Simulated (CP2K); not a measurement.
CP2K is run on Li5B4 (Cm, 9 atoms in the cell), and the run fails. The aim is a self-consistent single point with DFT LDA (Pade form), GPW, DZVP-MOLOPT-SR-GTH basis, GTH-PADE potentials (GTH_POTENTIALS).

Input as run:

```
&GLOBAL
  PROJECT scf
  RUN_TYPE ENERGY_FORCE
  PRINT_LEVEL MEDIUM
&END GLOBAL
&FORCE_EVAL
  METHOD Quickstep
  STRESS_TENSOR ANALYTICAL
  &DFT
    BASIS_SET_FILE_NAME BASIS_MOLOPT
    POTENTIAL_FILE_NAME GTH_POTENTIALS
    &QS
      METHOD GPW
      EPS_DEFAULT 1E-11
    &END QS
    &MGRID
      CUTOFF 400
      REL_CUTOFF 40
      NGRIDS 5
    &END MGRID
    &SCF
      SCF_GUESS ATOMIC
      EPS_SCF 1E-6
      MAX_SCF 100
      ADDED_MOS 6
      &DIAGONALIZATION
        ALGORITHM STANDARD
      &END DIAGONALIZATION
      &MIXING
        METHOD BROYDEN_MIXING
        ALPHA 0.3
        NBUFFER 8
      &END MIXING
      &SMEAR ON
        METHOD FERMI_DIRAC
        ELECTRONIC_TEMPERATURE [K] 1160.45
      &END SMEAR
    &END SCF
    &KPOINTS
      SCHEME MONKHORST-PACK 4 4 5
      GAMMA_CENTERED T
    &END KPOINTS
    &XC
      &XC_FUNCTIONAL PADE
      &END XC_FUNCTIONAL
    &END XC
    &PRINT
      &MO
        EIGENVALUES T
        OCCUPATION_NUMBERS T
        NDIGITS 8
        FILENAME mo
        &EACH
          QS_SCF 0
        &END EACH
        ADD_LAST NUMERIC
      &END MO
      &MULLIKEN ON
      &END MULLIKEN
    &END PRINT
  &END DFT
  &SUBSYS
    &CELL
      ABC 4.77482900 4.77482895 3.81488351
      ALPHA_BETA_GAMMA 94.42923998 94.42923631 91.82912548
      PERIODIC XYZ
    &END CELL
    &COORD
      Li       1.77619840     1.83382680     2.69660573
      Li       2.83171798     0.50426967     0.90453026
      Li       0.41362764     2.84637073     0.90453026
      Li       2.82499952     2.91665627     0.89872956
      Li       3.63447995     3.75240009     2.87775442
      B        0.41078526     0.42411291     3.67923694
      B        1.28252771     4.17994192     2.74115360
      B        4.13687552     1.41529292     2.74115360
      B        0.37661902     0.38883827     1.79723164
    &END COORD
    &KIND Li
      BASIS_SET DZVP-MOLOPT-SR-GTH-q3
      POTENTIAL GTH-PADE-q1
    &END KIND
    &KIND B
      BASIS_SET DZVP-MOLOPT-SR-GTH
      POTENTIAL GTH-PADE-q3
    &END KIND
  &END SUBSYS
  &PRINT
    &FORCES ON
    &END FORCES
    &STRESS_TENSOR ON
    &END STRESS_TENSOR
  &END PRINT
&END FORCE_EVAL
```

The program printed (abridged):

```
 GLOBAL| Method name                                                        CP2K
 GLOBAL| Project name                                                        scf
 GLOBAL| Run type                                                   ENERGY_FORCE

 CELL| Volume [angstrom^3]:                                            86.393957
 CELL| Vector a [angstrom]:       4.775     0.000     0.000   |a| =     4.774829
 CELL| Vector b [angstrom]:      -0.152     4.772     0.000   |b| =     4.774829
 CELL| Vector c [angstrom]:      -0.295    -0.304     3.791   |c| =     3.814884
 CELL| Angle (b,c), alpha [degree]:                                    94.429240
 CELL| Angle (a,c), beta  [degree]:                                    94.429236
 CELL| Angle (a,b), gamma [degree]:                                    91.829125
 CELL| Numerically orthorhombic:                                              NO
 CELL| Periodicity                                                           XYZ

 *******************************************************************************
 *   ___                                                                       *
 *  /   \                                                                      *
 * [ABORT]                                                                     *
 *  \___/    Basis-set and pseudo-potential of atomic kind 'Li' were optimized *
 *    |                   for different valence electron numbers.              *
 *  O/|                                                                        *
 * /| |                                                                        *
 * / \                                                    qs_kind_types.F:2782 *
 *******************************************************************************

 ===== Routine Calling Stack =====

            3 read_qs_kind
            2 create_qs_kind_set
            1 CP2K
Abort(1) on node 0 (rank 0 in comm 0): application called MPI_Abort(MPI_COMM_WORLD, 1) - process 0
```

**Question.** Read the log: what does the program object to, and what is the fix?

**Answer.** The fault is a basis and a potential made for different valence counts; here the program stops on it instead of giving results. To fix it, match the valence of basis and potential. The program stopped before any SCF iteration.

An input that runs soundly differs in these lines (not the only fix; some lines may just follow from the change or write a value another way):
```diff
-      BASIS_SET DZVP-MOLOPT-SR-GTH-q3
-      POTENTIAL GTH-PADE-q1
+      BASIS_SET DZVP-MOLOPT-SR-GTH
+      POTENTIAL GTH-PADE-q3
```

With that input, the run converged in 12 iterations: free energy E − TS -1310.0953 eV; Fermi level (on the code's own zero) 3.53 eV; pressure -3.52 GPa; largest force (vector length) 0.151 eV/Å (DFT LDA (Pade form), GPW, DZVP-MOLOPT-SR-GTH basis, GTH-PADE potentials (GTH_POTENTIALS)).

On the sound input: the starting cell comes from a database of computed structures (which also holds hypothetical and non-ambient phases and stackings), without a prior relaxation at this level. Its lattice was rescaled by a random factor within 2.5 % of one. Values carry the incompleteness of an atom-centred basis. With a pressure of about -4 GPa the cell is away from its equilibrium volume at this level.
